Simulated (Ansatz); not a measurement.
Consider the following.

```yaml
crystal:
  lattice:
    - [0.00000, 2.66907, 2.66907]
    - [2.66907, 0.00000, 2.66907]
    - [2.66907, 2.66907, 0.00000]
  atoms:
    - { symbol: Si, position: [0.25000, 0.25000, 0.25000] }
    - { symbol: Si, position: [0.75000, 0.75000, 0.75000] }
    - { symbol: Ni, position: [0.00000, 0.00000, 0.00000] }
```

Level of theory: PBEsol, DFPT electron-phonon coupling, linearised Boltzmann equation (plane waves, PAW, scalar-relativistic; Ansatz, an electronic-structure program). Condition of this run: hydrostatic pressure 5 GPa (the target of the relaxation). How the cell was made: relaxed with this functional, without spin-orbit coupling, then loaded as said.

**Question.** What phonon-limited resistivity does this give at 300 K?

**Answer.** 11.3 μΩ·cm.

**Question.** And the electrons' mean free path at that temperature?

**Answer.** 14.0 nm, weighted by the current that each state carries. Wires not much wider than this gain resistivity from their walls.

A metal at this level (no band gap). Only scattering by harmonic phonons is included (no impurities, grain boundaries, electron-electron scattering or thermal expansion). Spin-orbit coupling is left out. Halving the electron mesh (28x28x28) moves the resistivity by up to 2 % at 300 K, the mean free path by up to 3 %. Smearing 0.20 eV; phonons on a 5x5x5 q mesh, which this run doesn't test.

Treated as nonmagnetic (a ferromagnetic start lost its moment, other orders weren't tried): NiSi2 under load (space group Fm-3m).
